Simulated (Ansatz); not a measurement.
rock-salt TiC: the defect V_C

Level of theory: PBE, PAW (plane waves to 420 eV; Ansatz, a program for electronic structure). Details: 64-site cell; 4×4×4 shifted k-points; start: the C site; no Hubbard U; not converged in cell size; the relaxation kept the symmetry of the starting site.

Neighbours after relaxation, in Å: of the emptied site: Ti 2.25, Ti 2.25, Ti 2.25, Ti 2.25, Ti 2.25, Ti 2.25.

Formation energies E_f are those of the neutral cell. Chemical conditions: C-rich (Δμ(C) = 0.00 eV; only phases computed here count, gases as isolated molecules at 0 K); Ti-rich (Δμ(C) = -1.33 eV, bounded by Ti2C (Fd-3m); only phases computed here count, gases as isolated molecules at 0 K). Reference phases: C: graphite.

| charge | moment (μB) | point group | largest move off a lattice site (Å) | E_f, C-rich (eV) | E_f, Ti-rich (eV) |
|---|---|---|---|---|---|
| 0 | not spin-polarised | Oh | 0.09 | 0.56 | -0.77 |

Point groups are those of the whole cell at tolerances of 0.03 and 0.1 Å ("near" where only the looser one holds); none is given for unsettled states.

All states together cost about 4 core-minutes (a rough figure).
